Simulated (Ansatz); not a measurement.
The starting structures come from a database of crystals and need not be the phases stable at ambient conditions.

 Where the default PAW files enter, the runs use the earlier of Ansatz's two default sets.

By LDA and PBEsol, the system below comes out a metal.

```xyz
1
Lattice="2.9056 0.0000 0.0000 0.0000 2.9056 0.0000 1.4528 -1.4528 2.0546" Properties=species:S:1:pos:R:3 pbc="T T T"
Ti     0.0000     0.0000     0.0000
```

Space group of this cell: Fm-3m, fcc (Cu type). The cell is taken as given; by PBEsol its mean pressure is -4.2 GPa.

The current runs along the normal of the first two printed vectors, the (001) plane. All runs by Ansatz (a quantum-chemistry and plane-wave program), plane waves and PAW, without spin-orbit coupling; the base is PBEsol.

```tsv
run	mean pressure (GPa)	G/A, both spins (10¹⁵ S/m²)
base	-4.2	1.29
all lengths scaled by 0.98	2.6	1.37
all lengths scaled by 1.02	-9.5	1.20
lda in place of pbesol	-8.5	[?]
lengths across the current scaled by 0.98, ions clamped	0.1	[?]
lengths across the current scaled by 1.02, ions clamped	-7.9	[?]
lengths along the current scaled by 0.97, ions clamped	-1.0	1.32
lengths along the current scaled by 1.03, ions clamped	-7.0	1.27
```

Q: Some entries are withheld; supply them.

A: 
- lda in place of pbesol, G/A, both spins (10¹⁵ S/m²): 1.31
- lengths across the current scaled by 0.98, ions clamped, G/A, both spins (10¹⁵ S/m²): 1.39
- lengths across the current scaled by 1.02, ions clamped, G/A, both spins (10¹⁵ S/m²): 1.23
